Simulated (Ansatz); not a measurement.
Start from BP in the rock salt structure (space group Fm-3m, No. 225; a = 4.321 Å; a hypothetical phase, not in the database extracts checked; relaxed with 0.1 eV smearing). Axes: x, y, z lie along the cube axes.

(Cell as relaxed with PBE.)

Levels (all Ansatz, a quantum-chemistry and plane-wave program, PAW): PBE (420 eV, without spin-orbit coupling); PBEsol (420 eV, no SOC).

Each level relaxes its own structure.

| base | PBE | PBEsol |
|---|---|---|
| volume per atom | 10.08 Å³ | 9.86 Å³ |
| lattice parameter a | 4.321 Å | 4.289 Å |
| band gap | zero | zero |

Modification: the cell is compressed by 0.94 % along z with no lateral relaxation, atoms relaxed at fixed cell.

| quantity | PBE | PBEsol |
|---|---|---|
| stress (xx, yy, zz, yz, xz, xy; compression positive) | (1.2, 1.2, 2.2, 0.0, 0.0, 0.0) GPa | (1.3, 1.3, 2.5, 0.0, 0.0, 0.0) GPa |
| band gap | zero | zero |
| energy relative to the base (free energy F) | +0.6 meV/atom | +0.7 meV/atom |
| shortest interatomic distance | 2.140 Å | 2.124 Å |

PBE's shortest interatomic distance lies 0.0155 Å above PBEsol's (0.7 %); the two agree on the band gap. Neither level is exact; PBEsol is the comparison here, not a measurement.

The cells carry an imposed strain or load. Whether these cells are dynamically stable was not tested. The final runs are not spin-polarised.
